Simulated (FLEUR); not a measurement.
FLEUR run on Tb (P-3m1, 2 atoms in the cell): self-consistent single point.

Method of the run: FLEUR with PBEsol, all-electron FLAPW (FLEUR), scalar-relativistic valence.

```xyz
2
Lattice="1.7946 -3.1083 0.0000 1.7946 3.1083 0.0000 0.0000 0.0000 5.6729" Properties=species:S:1:pos:R:3 pbc="T T T"
Tb     1.7946     1.0361     1.4682
Tb     1.7946    -1.0361     4.2547
```
Moments meant for the start (each program seeds them in its own way; μB, in the order of the atoms Tb Tb): 6.0 6.0.

Reference input (self-consistent single point, DFT, PBEsol, all-electron FLAPW (FLEUR), scalar-relativistic valence): Kmax = 3.8 1/bohr; GmaxXC = 15.2 1/bohr; xcFunctional = PBEs; jspins = 2; l_soc = F; mode = hist; fermiSmearingEnergy = 0.00367493 Htr; mesh (inpgen div1-3) = 5 5 3; inpgen gamma flag = false; Gmax = 15.2 1/bohr; numbands = 0; maxIterBroyd = 15. This run's input differs from it in these lines:

```diff
@@ -15,3 +15,3 @@
 &exco xctyp='PBEs' /
-&kpt div1=5 div2=5 div3=3 /
+&kpt div1=2 div2=2 div3=1 gamma=t /
 &end /
```

Log, with long lists cut:

```
 Iteration:     1   Distance:      59.55565789 me/bohr^3
 Iteration:     2   Distance:      54.46109682 me/bohr^3
 Iteration:     3   Distance:      29.25158820 me/bohr^3
 Iteration:     4   Distance:      48.15231412 me/bohr^3
 Iteration:     5   Distance:      41.43209417 me/bohr^3
   [... 51 lines left out ...]
 Iteration:    57   Distance:       1.62377034 me/bohr^3
 Iteration:    58   Distance:       1.64269032 me/bohr^3
 Iteration:    59   Distance:       1.57311718 me/bohr^3
 Iteration:    60   Distance:       0.77511764 me/bohr^3
 Run finished successfully
 Stop message:
   all done

[file out, last iteration]
             iter=     60
[...]
          total density-effective poten   -4.0029689225E+04
          total charge density-energy d   -5.0688250376E+02
 Updated energy parameters for spin:           1
 Updated energy parameters for spin:           2
[...]
 fermi energy and band-weighting factors:

[...]
   [... lines left out ...]
          first approx. to ef    (T=0)  :   0.327892 htr   (energy of the highest occ. eigenvalue)
FERHIS:  Fermi-Energy by histogram:
          bandgap                     :   0.000216 htr
          charge neutrality (T=0)     :   0.250000    (zero if the highest occ. eigenvalue is "entirely" occupied)
     EF_NEWTON:  Adjust Fermi-Energy by Newton-Method.
 Direct bandgap for spin            1 :    4.6346333646549165E-002  Htr
 Direct bandgap for spin            2 :    2.9576533059355203E-002  Htr
 ---->    free energy=                    -23430.4347506264 htr
   [... lines left out ...]
SPIN-2 FORCE FOR ATOM TYPE=  1  X=  0.000   Y= -3.916   Z=  2.727      FX_SP = 0.000000 FY_SP = 0.000000 FZ_SP =-0.008730
 ***** TOTAL FORCES ON ATOMS *****
 TOTAL FORCE FOR ATOM TYPE=  1  X=  0.000   Y= -3.916   Z=  2.727
                       FX_TOT= 0.000000 FY_TOT= 0.000000 FZ_TOT=-0.003633
No new postions, force convergence required= 0.00001; max force distance= 0.00016
---->    distance of charge densities for spin  1                 it=   60:     0.150930 me/bohr**3
---->    distance of charge densities for spin  2                 it=   60:     0.731579 me/bohr**3
---->    distance of charge densities for it=   60:     0.775118 me/bohr**3
---->    distance of spin densities for it=   60:     0.717753 me/bohr**3
GENERALIZED ANDERSON MIXING: alpha=   0.05000 History-length=3
     ******* it= 60  is completed********
```

The run ended unconverged after 60 iterations. 

The starting cell has typed, rounded lattice constants, without a prior relaxation at this level. Its lattice was rescaled by up to half a per cent. One atom was moved a little off its site on purpose. Spin-orbit coupling is off. Values depend on the basis (sphere radii, cutoffs, local orbitals), which need not be converged.

Cost on one core of a shared machine: roughly 2 min.
